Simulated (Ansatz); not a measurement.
The parent structure is BN (space group P6_3/mmc, No. 194; a = 2.504 Å, c = 7.035 Å; layered, stacked along the Cartesian z axis).

Structures relaxed with PBEsol/PAW in Ansatz (a quantum-chemistry and plane-wave program), no spin-orbit coupling.

Base:

Simulated powder pattern, Mo Kα, λ = 0.71073 Å (kinematic, ideal powder, no thermal factors, no anomalous dispersion; the 10 strongest lines at most, above 2 %, up to 2θ = 40°):

```json
[
 {"2θ (°)": "11.60", "I/Imax (%)": "100", "hkl": "(002)"},
 {"2θ (°)": "18.86", "I/Imax (%)": "15", "hkl": "(100)"},
 {"2θ (°)": "19.75", "I/Imax (%)": "4.9", "hkl": "(101)"},
 {"2θ (°)": "22.20", "I/Imax (%)": "16", "hkl": "(102)"},
 {"2θ (°)": "23.31", "I/Imax (%)": "8.9", "hkl": "(004)"},
 {"2θ (°)": "30.16", "I/Imax (%)": "5.0", "hkl": "(104)"},
 {"2θ (°)": "32.97", "I/Imax (%)": "7.1", "hkl": "(110)"},
 {"2θ (°)": "35.06", "I/Imax (%)": "11", "hkl": "(112)"}
]
```

It is then changed as follows: a hydrostatic pressure of 0.7 GPa.

After the change:

Simulated powder pattern, Mo Kα, λ = 0.71073 Å (kinematic, ideal powder, no thermal factors, no anomalous dispersion; the 10 strongest lines at most, above 2 %, up to 2θ = 40°):

```json
[
 {"2θ (°)": "12.16", "I/Imax (%)": "100", "hkl": "(002)"},
 {"2θ (°)": "18.87", "I/Imax (%)": "17", "hkl": "(100)"},
 {"2θ (°)": "19.84", "I/Imax (%)": "5.6", "hkl": "(101)"},
 {"2θ (°)": "22.51", "I/Imax (%)": "18", "hkl": "(102)"},
 {"2θ (°)": "24.46", "I/Imax (%)": "8.5", "hkl": "(004)"},
 {"2θ (°)": "31.08", "I/Imax (%)": "5.1", "hkl": "(104)"},
 {"2θ (°)": "32.99", "I/Imax (%)": "8.2", "hkl": "(110)"},
 {"2θ (°)": "35.29", "I/Imax (%)": "13", "hkl": "(112)"}
]
```

The indices refer to the base's conventional cell; one index is shown for lines that coincide.

Load acts through the strain it causes; cell and atoms are relaxed under it. Whether these cells are dynamically stable was not tested. The base started in Pnma and relaxed to P6_3/mmc at this level. No dispersion term is included in the PBEsol runs.
